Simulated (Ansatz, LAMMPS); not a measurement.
# Ge well of 16 atomic layers along [001] in random Si0.3Ge0.7, interfaces graded over 4 layers

Cell 17.02 × 17.02 × 57.43 Å, Si117Ge603, 720 atoms. Prepared with LAMMPS with Tersoff's 1989 multicomponent potential (SiCGe.tersoff): minimisation. 

All values below come from PBE, support functions at accuracy medium on the grid of 370 eV (norm-conserving potentials; Ansatz, an electronic-structure program).

Basis: localised support functions (accuracy medium) on a full density matrix. k-points: zone centre alone; occupations: Fermi-Dirac, 0.010 eV; spin polarisation not allowed. Spin-orbit coupling is left out.

Kohn-Sham gap of the cell on its k-mesh: 0.10 eV
weight of the highest filled level on the well: 0.79
weight of the lowest empty level on the well: 0.44
coordination (neighbours within 2.932 Å): 100.0 % 4-fold
Ge-Ge bonds, mean ± spread: 2.482 ± 0.006 Å
Ge-Si bonds, mean ± spread: 2.436 ± 0.007 Å
Si-Si bonds, mean ± spread: 2.389 ± 0.007 Å
bond angles, mean ± spread: 109.5° ± 1.1°
pressure: 0.35 GPa
cost of the final run: about 27 core-minutes (a rough figure), 11 SCF iterations, 15 GiB
